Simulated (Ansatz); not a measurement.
Start from Ge in the diamond structure (space group Fd-3m, No. 227; a = 5.6744 Å). Axes: x, y, z lie along the cube axes.

Calculations: r2SCAN (Ansatz, an electronic-structure program, PAW, spin-orbit coupling left out).

Base values:

```
Quantity           Result
---------------  --------
Volume per atom  22.84 Å³
```

Now apply this change: biaxial strain +2.50 %, plane normal [001], relaxed out of plane (Cartesian); in-plane vectors clamped, the third vector and the atoms free.

Task: What happens to the volume per atom, energy relative to the base and in-plane stress?

Result: The volume per atom rises by 0.74 Å³ to 23.58 Å³; the energy increases by 12 meV/atom; the mean in-plane stress (compression positive) amounts to -3.1 GPa.

Stability against distortions was not tested.
